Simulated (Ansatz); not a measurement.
**Effect of pressure 9 GPa on CoSn**

Base system: CoSn (space group P6/mmm, No. 191; a = 5.2940 Å, c = 4.2354 Å; non-magnetic).

Modification: cell and atoms relaxed at a pressure of 9 GPa.

The values are results of PBE/PAW in Ansatz (a quantum-chemistry and plane-wave program), no spin-orbit coupling, not measurements. Settings: 10×10×11 k-points, 0.05 eV Fermi–Dirac smearing.

- Volume per atom: 16.12 Å³ (base 17.13 Å³)
- Density: 9.15 g/cm³ (base 8.61 g/cm³)
- Lattice parameter a: 5.188 Å (base 5.294 Å)
- Shortest interatomic distance: 2.559 Å (base 2.612 Å)
- Enthalpy H = E + PV relative to the base's energy: +0.93 eV/atom
- Band gap: zero (base zero)

Final structure:

```xyz
6
Lattice="5.1883 0.0000 0.0000 -2.5941 4.4932 0.0000 0.0000 0.0000 4.1494" Properties=species:S:1:pos:R:3 pbc="T T T"
Co     2.5941     0.0000     0.0000
Co     1.2971     2.2466     0.0000
Co    -1.2971     2.2466     0.0000
Sn     0.0000     0.0000     0.0000
Sn     0.0000     2.9954     2.0747
Sn     2.5941     1.4977     2.0747
```

Cost of the whole job for the changed cell (relaxation, final SCF and bands): about 2.1 core-minutes (a rough figure).

Load acts through the strain it causes; cell and atoms are relaxed under it. Stability against distortions was not tested. Competing high-pressure phases were not computed. Starting moments died away, wholly or in part, for the base; another magnetic solution may exist. All final runs are without spin polarisation.
